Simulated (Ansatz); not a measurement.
The structure below was relaxed with Ansatz (a quantum-chemistry and plane-wave program), PBEsol, PAW, cutoff 420 eV, no spin-orbit coupling, at pressure −1 GPa.

Space group Im-3m (No. 229); a = 5.095 Å, b = 5.095 Å, c = 5.095 Å, α = 90.00°, β = 90.00°, γ = 90.00°

| atom | site | symmetry | x | y | z |
|---|---|---|---|---|---|
| Ba | 2a | m-3m | 0.0000 | 0.0000 | 0.0000 |

### Question
Write out a cell with all atoms.

### Answer
```cif
data_Ba2
_chemical_formula_sum 'Ba2'
_space_group_name_H-M_alt 'P 1'
_space_group_IT_number 1
_cell_length_a 5.09456
_cell_length_b 5.09456
_cell_length_c 5.09456
_cell_angle_alpha 90.000
_cell_angle_beta 90.000
_cell_angle_gamma 90.000
loop_
_space_group_symop_operation_xyz
  'x, y, z'
loop_
_atom_site_label
_atom_site_type_symbol
_atom_site_fract_x
_atom_site_fract_y
_atom_site_fract_z
_atom_site_occupancy
Ba1 Ba 0.00000 0.00000 0.00000 1
Ba2 Ba 0.50000 0.50000 0.50000 1
```
This is the conventional cell.

Load acts through the strain it causes; cell and atoms are relaxed under it. Stability against distortions was not tested. The cell was made from Ba in the bcc (W type) structure (space group Im-3m, No. 229) by this change: pressure −1 GPa.
